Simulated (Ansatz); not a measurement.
The reference is an 8-atom supercell of ZnS in the zinc blende structure (space group F-43m, No. 216; a = 5.357 Å) at its relaxed geometry.

The values are results of Ansatz (a quantum-chemistry and plane-wave program), PBEsol, PAW, cutoff 420 eV, spin-orbit coupling left out, not measurements.

One neutral defect a cell, atoms relaxed at fixed cell.

One change was made to it. Results:

| quantity | base | after |
|---|---|---|
| pressure | 0.0 GPa | -2.3 GPa |
| largest displacement of a host atom from its site in the perfect cell | – | 0.03 Å |

Problem. What was done to the base?
A) P on a S site, symmetric start
B) S vacancy
C) Zn vacancy
D) S on a Zn site (antisite), symmetric start

Solution. C, Zn vacancy. For comparison, the pressure in the other runs: S vacancy gives -3.5 GPa; P on a S site, symmetric start gives 0.3 GPa; S on a Zn site (antisite), symmetric start gives 4.9 GPa.

Other magnetic orders, which the real material may have, were not ruled out. In so small a cell the defect repeats every few ångströms: this is an ordered compound, not a dilute defect. A case with no gap was solved on a k-mesh chosen for an insulator, which is coarse for it. Defects with a symmetric start kept the site's symmetry and may sit on a saddle; the others started slightly shaken. Starting moments died away, wholly or in part, for S vacancy, P on a S site and S on a Zn site (antisite); another magnetic solution may exist.
